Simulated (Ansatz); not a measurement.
Input:

```yaml
crystal:
  lattice:
    - [0.00000, 2.44543, 2.39583]
    - [2.44543, 0.00000, 2.39583]
    - [2.44543, 2.44543, 0.00000]
  atoms:
    - { symbol: Be, position: [0.00000, 0.00000, 0.00000] }
    - { symbol: S, position: [0.75000, 0.75000, 0.75000] }
```

Level of theory: r2SCAN with spin-orbit coupling, rigid bands (plane waves, PAW; Ansatz, a first-principles code). Condition of this run: uniaxial stress zz = 2 GPa (compression positive) (the target of the relaxation). How the cell was made: cell and atoms relaxed with r2SCAN, then loaded as said.

Problem. Predict the electron conductivity mass (n e² τ/σ) at 300 K, by direction if it differs.

Solution. 0.30 (x), 0.30 (y), 0.77 (z) mₑ.

Problem. Predict the hole conductivity mass (n e² τ/σ) at 300 K, by direction if it differs.

Solution. 0.74 (x), 0.74 (y), 0.70 (z) mₑ.

Problem. And the band gap?

Solution. 3.38 eV at this level; semilocal functionals usually fall short of the measured gap.

Rigid bands, one relaxation time for all states, no polarons.
